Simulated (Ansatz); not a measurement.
Consider SrTiO3 in the cubic perovskite structure (space group Pm-3m, No. 221; a = 3.936 Å).

Modification: an isotropic linear strain of −0.72 %; the atoms relax in the strained cell.

Levels (all Ansatz, a first-principles code, PAW, earlier PAW set): PBE (420 eV, no spin-orbit coupling); r2SCAN (500 eV, no SOC); HSE06 (420 eV, without spin-orbit coupling); PBE+SOC (420 eV, noncollinear with spin-orbit coupling).

One geometry, relaxed with PBE, under each level:

Notes on the quantities. electron mass: degenerate bands, along [100]; hole mass: degenerate bands, along [100].

```tsv
level	band gap	lowest conduction level above the VBM at special points	electron mass	hole mass	pressure
PBE	1.89 eV	Γ 1.89 eV; X 2.05 eV; M 3.81 eV; R 4.48 eV	–	–	3.89 GPa
r2SCAN	2.27 eV	Γ 2.27 eV; X 2.42 eV; M 4.16 eV; R 4.84 eV	–	–	-0.09 GPa
HSE06	3.34 eV	Γ 3.34 eV; X 3.52 eV; M 5.46 eV	–	–	–
PBE+SOC	1.87 eV	Γ 1.87 eV; X 2.05 eV; M 3.79 eV; R 4.46 eV	0.39, 1.1 mₑ (at Γ)	0.80, 2.1 mₑ (at R)	3.89 GPa
```

Single points use the geometry relaxed with PBE. Their cutoffs differ, which shifts pressures a little. The hybrid gap comes from the SCF mesh plus the semilocal run's edge points and a few special points and is an upper bound. Differences between runs with and without spin-orbit coupling are approximate. Effective masses come from finite differences of ±0.01 Å⁻¹. Stability against distortions was not tested. The runs without spin-orbit coupling are not spin-polarised. Many cubic perovskites are stable only at high temperature; tilts and polar distortions were not tested.
